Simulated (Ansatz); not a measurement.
Base system: Sr in the fcc (Cu type) structure (space group Fm-3m, No. 225; a = 6.100 Å).

Structures relaxed with r2SCAN/PAW in Ansatz (a first-principles code), without spin-orbit coupling, earlier PAW set.

Base:

Simulated powder pattern, Cu Kα1, λ = 1.54056 Å (kinematic, ideal powder, no thermal factors, no anomalous dispersion; the 10 strongest lines at most, above 2 %, up to 2θ = 90°):

```tsv
2θ (°)	I/Imax (%)	hkl
25.27	100	(111)
29.26	52	(200)
41.85	39	(220)
49.52	47	(311)
51.88	14	(222)
60.67	6.3	(400)
66.79	19	(331)
68.76	17	(420)
76.43	13	(422)
82.01	14	(511)
```

The change: Ca takes the place of Sr on all its sites, then cell and atoms are relaxed.

After the change:

Simulated powder pattern, Cu Kα1, λ = 1.54056 Å (kinematic, ideal powder, no thermal factors, no anomalous dispersion; the 10 strongest lines at most, above 2 %, up to 2θ = 90°):

| 2θ (°) | d (Å) | I/Imax (%) | hkl |
|---|---|---|---|
| 27.72 | 3.215 | 100 | (111) |
| 32.12 | 2.784 | 50 | (200) |
| 46.06 | 1.969 | 34 | (220) |
| 54.62 | 1.679 | 38 | (311) |
| 57.26 | 1.608 | 11 | (222) |
| 67.19 | 1.392 | 4.7 | (400) |
| 74.16 | 1.278 | 14 | (331) |
| 76.43 | 1.245 | 13 | (420) |
| 85.32 | 1.137 | 9.4 | (422) |

The indices refer to each structure's own conventional cell; one index is shown for lines that coincide.

No phonon test of stability was made.
